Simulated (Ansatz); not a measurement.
Levels about the gap of amorphous Si16B10O47 (73 atoms in a cell of 1085 Å³, 2.00 g/cm³; zone centre alone, so wide bands show as single levels with stretches between that a denser mesh fills), at the geometry that PBE relaxed, where it gives 0.0 GPa on a denser mesh. The participation number counts the atoms over which a state spreads; weights are charges in smoothed Voronoi cells. The levels come from a single point, so bond lengths are those of that geometry. Method of the levels: PBE, scalar-relativistic without spin-orbit coupling (Ansatz, an electronic-structure program). Sampling: the zone centre alone; Fermi-Dirac width 0.02 eV; no spin polarisation.

A CHGNet melt-quench gave the starting glass, which DFT then relaxed. O atoms were pushed apart under 1.9 Å during the dynamics, to hinder bonds among them. The hot cell started wider than the set density and was brought back towards it in steps. It is the lowest in DFT energy of 2 quenches. It is a model cell: composition and starting density were chosen by hand, and all elements were melted together. No dispersion term was used. Its density started from a set value of 2.17 and ended at 2.00 g/cm³. The simulated quench (nominally 470 K/ps over its main leg) is rapid and tends to freeze in more defects than a deposited or slowly cooled glass has. One small periodic cell is one sample of the glass; other quenches scatter about these values. Volume and shape were free in the relaxation.

| E - E(highest filled), eV | filling | participation number | largest on | weight O | weight B | weight Si |
|---|---|---|---|---|---|---|
| -0.30 | filled | 26.5 | O, 2 neighbours | 0.95 | 0.02 | 0.03 |
| -0.24 | filled | 27.2 | O, 2 neighbours | 0.95 | 0.02 | 0.03 |
| -0.22 | filled | 17.9 | O, 2 neighbours | 0.95 | 0.02 | 0.02 |
| -0.12 | filled | 25.1 | O, 2 neighbours | 0.95 | 0.03 | 0.02 |
| -0.11 | filled | 21.4 | O, 2 neighbours | 0.95 | 0.02 | 0.02 |
| -0.06 | filled | 23.7 | O, 2 neighbours | 0.95 | 0.02 | 0.02 |
| 0.00 | filled | 15.5 | O, 2 neighbours | 0.95 | 0.02 | 0.02 |
| 5.37 | empty | 54.7 | Si, 4 neighbours | 0.70 | 0.08 | 0.22 |
| 6.66 | empty | 23.7 | Si, 4 neighbours | 0.59 | 0.11 | 0.30 |
| 6.80 | empty | 9.4 | B, 3 neighbours | 0.40 | 0.51 | 0.09 |
| 6.86 | empty | 10.9 | B, 3 neighbours | 0.42 | 0.43 | 0.14 |
| 6.98 | empty | 41.3 | Si, 4 neighbours | 0.62 | 0.10 | 0.29 |
| 7.11 | empty | 22.2 | B, 3 neighbours | 0.48 | 0.37 | 0.15 |
| 7.13 | empty | 8.8 | B, 3 neighbours | 0.46 | 0.45 | 0.10 |

Most localised among these is the empty level at +7.13 eV, on a B atom, which has 3 neighbours (O 1.38 Å, O 1.38 Å, O 1.39 Å).
